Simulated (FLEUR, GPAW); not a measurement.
A FLEUR input for a self-consistent single point of K₂S (Fm-3m, 3 atoms in the cell) (DFT, PBE, all-electron FLAPW (FLEUR), scalar-relativistic valence):

Input of the input generator:

```
K2S FLAPW
&input film=f /
0.0000000000 3.6030120000 3.6030120000
3.6030120000 0.0000000000 3.6030120000
3.6030120000 3.6030120000 0.0000000000
1.8897261246
1.0 1.0 1.0

3
19 0.7500000000 0.7500000000 0.7500000000
19 0.2500000000 0.2500000000 0.2500000000
16 0.0000000000 0.0000000000 0.0000000000

&comp jspins=1 /
&kpt div1=4 div2=4 div3=4 gamma=t /
&end /
```

```xml
<?xml version="1.0" encoding="UTF-8" standalone="no"?>
<fleurInput fleurInputVersion="0.39">
   <comment>
      K2S FLAPW                                                                                           
   </comment>
   <calculationSetup>
      <cutoffs Kmax="3.8" Gmax="13.3" GmaxXC="13.3" numbands="0"/>
      <scfLoop itmax="80" minDistance="0.00001" maxIterBroyd="15" imix="Anderson" alpha="0.05" precondParam="0.0" spinf="2.0"/>
      <coreElectrons ctail="T" frcor="F" kcrel="0" coretail_lmax="0"/>
      <xcFunctional name="pbe" relativisticCorrections="F"/>
      <magnetism jspins="1"/>
      <soc l_soc="F" theta="0.0" phi="0.0" spav="F"/>
      <expertModes spex="0" secvar="F"/>
      <geometryOptimization l_f="T" forcealpha="1.0" forcemix="BFGS" epsdisp="0.00001" epsforce="0.00001"/>
      <ldaU l_linMix="F" mixParam="0.05" spinf="1.0"/>
   </calculationSetup>
   <cell>
      <bzIntegration valenceElectrons="24.0" mode="hist" fermiSmearingEnergy="0.00036749">
         <kPointListSelection listName="default-1"/>
         <!-- k-points included here -->
         <xi:include xmlns:xi="http://www.w3.org/2001/XInclude" href="kpts.xml"> </xi:include>
      </bzIntegration>
      <!-- symmetry operations included here -->
      <xi:include xmlns:xi="http://www.w3.org/2001/XInclude" href="sym.xml"> </xi:include>
      <bulkLattice scale="1.0">
         <bravaisMatrix>
            <row-1>    0.0000000000000000     6.8087059036472954     6.8087059036472954</row-1>
            <row-2>    6.8087059036472954     0.0000000000000000     6.8087059036472954</row-2>
            <row-3>    6.8087059036472954     6.8087059036472954     0.0000000000000000</row-3>
         </bravaisMatrix>
      </bulkLattice>
   </cell>
   <atomSpecies>
      <species name="Potassium (K)" element="K" atomicNumber="19">
         <mtSphere radius="2.63" gridPoints="925" logIncrement="0.013"/>
         <atomicCutoffs lmax="10" lnonsphr="8"/>
         <electronConfig flipSpins="F">
            <coreConfig>(1s1/2) (2s1/2) (2p1/2) (2p3/2)</coreConfig>
            <valenceConfig>(3s1/2) (3p1/2) (3p3/2) (4s1/2)</valenceConfig>
            <stateOccupation state="(4s1/2)" spinUp="0.5" spinDown="0.5"/>
         </electronConfig>
         <energyParameters s="4" p="4" d="3" f="4"/>
         <lo type="SCLO" l="0" n="3" eDeriv="0"/>
         <lo type="SCLO" l="1" n="3" eDeriv="0"/>
      </species>
      <species name="Sulfur (S)" element="S" atomicNumber="16">
         <mtSphere radius="2.63" gridPoints="925" logIncrement="0.013"/>
         <atomicCutoffs lmax="10" lnonsphr="8"/>
         <electronConfig flipSpins="F">
            <coreConfig>(1s1/2) (2s1/2) (2p1/2) (2p3/2)</coreConfig>
            <valenceConfig>(3s1/2) (3p1/2) (3p3/2)</valenceConfig>
            <stateOccupation state="(3p1/2)" spinUp="0.6666666666667" spinDown="0.6666666666667"/>
            <stateOccupation state="(3p3/2)" spinUp="1.3333333333333" spinDown="1.3333333333333"/>
         </electronConfig>
         <energyParameters s="3" p="3" d="3" f="4"/>
      </species>
   </atomSpecies>
   <atomGroups>
      <atomGroup species="Potassium (K)">
         <relPos label="                   1">-1.000/4.000 -1.000/4.000 -1.000/4.000</relPos>
         <relPos label="                   2">1.000/4.000 1.000/4.000 1.000/4.000</relPos>
         <force calculate="T" relaxXYZ="TTT"/>
      </atomGroup>
      <atomGroup species="Sulfur (S)">
         <relPos label="                   3">.0000000000 .0000000000 .0000000000</relPos>
         <force calculate="T" relaxXYZ="TTT"/>
      </atomGroup>
   </atomGroups>
   <output dos="F" band="F" slice="F">
      <checks vchk="F" cdinf="F"/>
      <bandDOS minEnergy="-.5*Htr" maxEnergy="0.5*Htr" sigma="0.015" storeEVData="T"/>
      <vacuumDOS vacdos="F" integ="F" star="F" nstars="0" locx1="0.0" locy1="0.0" locx2="0.0" locy2="0.0" nstm="0" tworkf="0.0"/>
      <unfoldingBand unfoldBand="F" supercellX="1" supercellY="1" supercellZ="1"/>
      <plotting iplot="0" polar="F">
         <plot TwoD="T" vec1="  1.0  0.0  0.0" vec2="  0.0  1.0  0.0" vec3="  0.0  0.0  1.0" zero="  0.0  0.0  0.0" file="plot"/>
      </plotting>
      <chargeDensitySlicing numkpt="0" minEigenval="0.0" maxEigenval="0.0" nnne="0" pallst="F"/>
      <specialOutput eonly="F"/>
      <magneticCircularDichroism mcd="F" energyLo="-10.0" energyUp="0.0"/>
   </output>
  <!-- We include the file relax.xml here to enable relaxations (see documentation) -->
  <xi:include xmlns:xi="http://www.w3.org/2001/XInclude" href="relax.xml"> <xi:fallback/> </xi:include>
</fleurInput>
```

Q: Write the same calculation as an input for GPAW.

A: One input that does it (others would too):

```python
from ase import Atoms
from ase.units import GPa
from gpaw import GPAW

atoms = Atoms(['K', 'K', 'S'],
              cell=[[0.000000, 3.603012, 3.603012],
                    [3.603012, 0.000000, 3.603012],
                    [3.603012, 3.603012, 0.000000]],
              scaled_positions=[[0.750000, 0.750000, 0.750000],
                                [0.250000, 0.250000, 0.250000],
                                [0.000000, 0.000000, 0.000000]],
              pbc=True)

calc = GPAW(mode={'name': 'pw', 'ecut': 550},
            xc='PBE',
            kpts={'size': (4, 4, 4), 'gamma': True},
            occupations={'name': 'fermi-dirac', 'width': 0.01},
            nbands=-6,
            convergence={'forces': 0.001, 'bands': -4},
            symmetry={'symmorphic': False, 'tolerance': 0.0005},
            maxiter=100,
            txt='-')

atoms.calc = calc

energy = atoms.get_potential_energy()
print('Energy (eV):', round(energy, 6))
forces = atoms.get_forces()
print('Forces (eV/Ang):')
print(forces.round(5))
stress = atoms.get_stress()
print('Stress (GPa, Voigt):', (stress / GPa).round(4))
```

Basis, cutoffs, solver keys and any potentials are the target program's own. This input uses DFT PBE, plane waves, GPAW PAW datasets PBE (gpaw-data 1.0.1). Both were run: gap on the mesh 2.615 eV in FLEUR and 2.594 in GPAW.

On FLEUR: the starting cell comes from a database of computed structures (which also holds hypothetical and non-ambient phases and stackings), without a prior relaxation at this level. Its lattice was rescaled by a random factor within 2.5 % of one. For this run, on top of that: lattice scaled by 0.98. Values depend on the basis (sphere radii, cutoffs, local orbitals), which need not be converged.

On GPAW: the starting cell comes from a database of computed structures (which also holds hypothetical and non-ambient phases and stackings), without a prior relaxation at this level. Its lattice was rescaled by a random factor within 2.5 % of one. For this run, on top of that: lattice scaled by 0.98.
